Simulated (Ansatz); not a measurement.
Base system: HfB₂ (space group P6/mmm, No. 191; a = 3.128 Å, c = 3.446 Å; relaxed with 0.1 eV smearing). Axes: x lies along a and z along c of the hexagonal cell.

Calculations: Ansatz (a program for electronic structure) PBEsol, spin-orbit coupling left out.

The change: uniaxial strain ε_zz = −3.00 %, all other strain components held at zero, atoms relaxed at fixed cell.

### Question
Estimate the effect on the stress.

### Answer
The stress (xx, yy, zz, yz, xz, xy; compression positive) amounts to (4.4, 4.4, 15.1, 0.0, 0.0, 0.0) GPa.

### Question
Estimate the effect on the energy relative to the base.

### Answer
The energy increases by 13 meV/atom.

Whether these cells are dynamically stable was not tested. All final runs are without spin polarisation.
